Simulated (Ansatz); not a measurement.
Ansatz (an electronic-structure program), DFT, PBE0, plane waves, its default PAW files: fluorite CaF2, atoms displaced (Ca32F64), 96 atoms. Basis and mesh were picked for this test and aren't claimed converged.

```json
{
  "cell": "10.93, 10.93, 10.93 Å; 90, 90, 90°",
  "distance_to_the_nearest_atom": "2.25 to 2.37 Å",
  "task": "single point",
  "k mesh": "1×1×1",
  "hamiltonian.xc": "pbe0",
  "kind_of_files": "paw",
  "scf.occupations.method": "fixed",
  "output.forces": "true",
  "memory maximum (--max-ram)": "200GiB",
  "accuracy": "medium (default)",
  "basis.precision": "auto (default)",
  "basis.xc_grid": "2 (default)",
  "scf.eigensolver.kind": "auto (default)",
  "scf.mixing.algorithm": "auto (default)",
  "scf.mixing.preconditioner": "auto (default)",
  "scf.convergence.dr2_threshold": "1e-07 (default)",
  "scf.lower_state_search": "light (default)",
  "k-points after symmetry": "1",
  "bands_at_the_start": "480",
  "electrons": "768",
  "plane waves at Γ": "25533",
  "cutoff (eV)": "420",
  "FFT grid": "75×75×75",
  "symmetry_operations": "1"
}
```

Hardware: Arm Neoverse V2, 96 cores on 1 socket, no SMT, 1 L3 cache group.

Each time is the median wall time of two to five repeats, run one at a time on the otherwise empty machine; start-up is included. Unless noted, each process is bound to its own block of adjacent cores. Build: release build for Arm (Neoverse V2), one process with threads. Other compilers and libraries give other times. Scratch files lie in a memory file system.

First run (88 threads, scf.exx.build = auto (default), scf.exx.ecutfock_ratio = not set, scf.exx.energy_threshold = 1e-06 (default)):

```
── phase timings ───────────────────────
phase                  total
diag                 16.026s
ace_build             9.242s
published_bands       2.470s
density               0.279s
potential             0.153s
forces                0.082s
complement_search     0.063s
xc_out                0.034s
mixing                0.025s
paw_out               0.008s
energy                0.006s
energy_assemble       0.002s
fermi                 0.000s
exx_invariance        0.000s
hubbard               0.000s
work_function         0.000s
efg                   0.000s
charged_cell          0.000s
Σ                    28.390s
```

Second run:

```
── phase timings ───────────────────────
phase                  total
ace_build            25.355s
diag                 17.405s
published_bands       3.903s
density               0.274s
potential             0.152s
forces                0.089s
complement_search     0.064s
xc_out                0.033s
mixing                0.028s
paw_out               0.008s
energy                0.007s
energy_assemble       0.002s
fermi                 0.000s
exx_invariance        0.000s
hubbard               0.000s
work_function         0.000s
efg                   0.000s
charged_cell          0.000s
Σ                    47.320s
```

Q: Which of these changes turns the first timing block into the second?
(A) scf.exx.build = pair_densities, scf.exx.ecutfock_ratio = 2
(B) scf.exx.energy_threshold = 0.001 eV
(C) scf.exx.build = auto_tight

A: A, scf.exx.build = pair_densities, scf.exx.ecutfock_ratio = 2. The largest move is in building exact exchange (ace_build): 9.2 s to 25 s. The exchange builds carry the change: 3 full builds at 3.1 s each (the build that auto chose) against 3 at 8.5 s (pair densities). The other changes gave 29 s (scf.exx.energy_threshold = 0.001 eV), 31 s (scf.exx.build = auto_tight), against 48 s here and 31 s at first.

Keys are those of Ansatz 0.2.
